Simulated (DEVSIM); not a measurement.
Structure: abrupt Si n-p junction, at 250 K.

Layer 1 from the left is Si, thickness (μm) 22.0, Nd (cm⁻³) 1.2e17, τn (s) 2.8e-6, τp (s) 2.8e-6. Layer 2 from the left is Si, thickness (μm) 2.20, Na (cm⁻³) 7.3e17, τn (s) 2.8e-6, τp (s) 2.8e-6.

Left contact: ohmic. Right contact: ohmic. Voltage is applied to the left contact. Recombination: SRH at mid-gap, radiative, Auger. Mobility is constant in doping.

Constants are typed, rounded textbook-type inputs, not results; the design itself was drawn at random and stands for no fabricated device. Values at 300 K; Nc and Nv go as T^1.5, mobilities as T to minus their exponent, the gap by Varshni's rule with the affinity fixed.

Si: gap (eV) 1.124, affinity (eV) 4.05, permittivity 11.7, Nc (cm⁻³) 2.86e19, Nv (cm⁻³) 3.1e19, μn (cm²/Vs) 1417, μp (cm²/Vs) 470, T exponent of μn 2.3, T exponent of μp 2.2, B (cm³/s) 4.7e-15, Cn (cm⁶/s) 2.8e-31, Cp (cm⁶/s) 9.9e-32, Varshni α (eV/K) 0.000473, Varshni β (K) 636.

Simulated with DEVSIM: 1D drift-diffusion, Boltzmann statistics, complete ionisation; no tunnelling, impact ionisation, image-force lowering or self-heating.

Dark forward current:

| |V| (V) | |J| (A/cm²) |
|---|---|
| 0.10 | 1.242e-11 |
| 0.15 | 4.334e-11 |
| 0.20 | 1.481e-10 |
| 0.25 | 5.205e-10 |
| 0.30 | 2.007e-9 |
| 0.35 | 9.465e-9 |
| 0.40 | 5.975e-8 |
| 0.45 | 4.855e-7 |
| 0.50 | 4.530e-6 |
| 0.55 | 4.472e-5 |
| 0.60 | 0.0004505 |
| 0.65 | 0.004570 |
| 0.70 | 0.04646 |
| 0.75 | 0.4724 |
| 0.80 | 4.767 |
| 0.85 | 44.84 |
| 0.90 | 296.6 |
| 0.95 | 1091 |
| 1.00 | 2645 |

Question: Work out the local ideality factor n = ΔV / (kT/q · ln(J2/J1)) between the rows 0.10 and 0.15 V, 0.70 and 0.75 V, 0.95 and 1.00 V.

Answer: kT/q = 21.54 mV. From 0.10 to 0.15 V: ln(4.334e-11/1.242e-11) = 1.250, n = 1.86, near the 2 of recombination in the depletion region. From 0.70 to 0.75 V: ln(0.4724/0.04646) = 2.319, n = 1.00, near the 1 of diffusion or emission over a barrier. From 0.95 to 1.00 V: ln(2645/1091) = 0.886, n = 2.62.

Question: Estimate the current at 0.65 V from the Shockley equation with J0 = Σ q ni² D/(N L) coth(W/L), τ joining the SRH, radiative and Auger lifetimes that are on, and W taken as the whole layer.

Answer: ni² = 6.36e15 cm⁻⁶; holes in the n layer: μ = 702 cm²/Vs, D = 15.1 cm²/s, τ = 2.76e-6 s, L = 64.7 μm, W/L = 0.34, term 6.06e-17 A/cm²; electrons in the p layer: μ = 2160 cm²/Vs, D = 46.4 cm²/s, τ = 2.42e-6 s, L = 106 μm, W/L = 0.021, term 2.95e-16 A/cm². J0 = 3.55e-16 A/cm², and J = J0 exp(qV/kT) = 0.00453 A/cm². The simulation gives 0.00457 A/cm², the same within the digits that matter. The estimate leaves out recombination in the depletion region and that region's share of W.
